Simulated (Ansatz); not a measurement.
Functionals compared on a constructed model of the (111) surface of fcc Al, a pseudomorphic layer of Ti in the host's stacking (bottom of the slab: a bare face, its two planes held), in Ansatz (plane waves, PAW). The structure was relaxed with PBE; the other rows are single points on it. Cutoff 420 eV (500 eV for r2SCAN).

Slab: 7 atoms, 14.1 Å thick at the start with caps and adatoms; k 15x15x1, smearing 0.1 eV, dipole-corrected; 2 atoms held, the rest relaxed; symmetry of the start imposed; no spin, no spin-orbit, no U. In PBE it is, or lies within 0.01 eV a 1x1 cell of, the lowest of the 2 structures of its composition computed so far; subsurface sites and larger cells were not tried. These notes are the PBE run's.

| functional | work function of the top face (eV) | rough cost of the single point |
|---|---|---|
| PBE | 4.54 | – |
| RPBE | (withheld) | about 26 core-seconds (a rough figure) |
| r2SCAN | 4.60 | about 50 core-seconds (a rough figure) |

Task: What belongs in the gaps?

Result: 
- RPBE, work function of the top face (eV): 4.42

Ansatz is a program for electronic structure.
